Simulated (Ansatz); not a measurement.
Take Pd in the fcc (Cu type) structure (space group Fm-3m, No. 225; a = 3.9104 Å; relaxed with 0.1 eV smearing) as the base. Axes: x, y, z lie along the cube axes.

Level of theory: r2SCAN, PAW, 500 eV (Ansatz, a quantum-chemistry and plane-wave program; no spin-orbit coupling).

The change: uniaxial strain ε_zz = −2.50 %, all other strain components held at zero, atoms relaxed at fixed cell.

Q: Predict the stress tensor and what it implies for the stiffness.

A: Stress of the strained cell less that of the base (GPa, compression positive):
```
    4.6     0.0     0.0
    0.0     4.6     0.0
    0.0     0.0     5.8
```

Then −Δσ_ii/ε with ε = -0.0250 gives secant stiffness values (nonlinear terms included at this strain): C33 ≈ 234 GPa, C13 ≈ 184 GPa and C23 ≈ 184 GPa.

As a check, the harmonic strain energy −½ V₀ Δσ:ε is 6.8 meV/atom; the computed energy rise is 6.6 meV/atom.

Stability against distortions was not tested. All final runs are without spin polarisation. Pd has a high density of states at the Fermi level and may be magnetic at this level.
